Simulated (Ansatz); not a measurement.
GaAlN₂ (P3m1, No. 156, 4 atoms in the cell; start mp-1228894), treated with r²SCAN (PAW; Ansatz, an electronic-structure program).

Settings: plane-wave cutoff 500 eV, 18×18×8 k mesh (along the axes of the cell as run), Fermi–Dirac smearing 0.05 eV, scalar-relativistic PAW data made under PBE.

Cell (relaxed at this level):

```yaml
crystal:
  lattice:
    - [3.14336, 0.00000, 0.00000]
    - [-1.57168, 2.72223, 0.00000]
    - [0.00000, 0.00000, 5.09306]
  atoms:
    - { symbol: Al, position: [0.00000, 0.00000, 0.99930] }
    - { symbol: Ga, position: [0.66667, 0.33333, 0.49730] }
    - { symbol: N, position: [0.66667, 0.33333, 0.11221] }
    - { symbol: N, position: [0.00000, 0.00000, 0.62758] }
```

Problem. Estimate the band gap that the calculation returns.

Solution. 
- band gap: 3.39 eV (on the SCF k mesh)

Note: the relaxation could not lower the start's symmetry, so the cell can be a saddle point above a distorted one.

Spin–orbit coupling is not included.

Cost on a shared machine: very roughly 2.3 core-minutes.

A start named mp-… is a Materials Project structure, which need not be a measured phase.
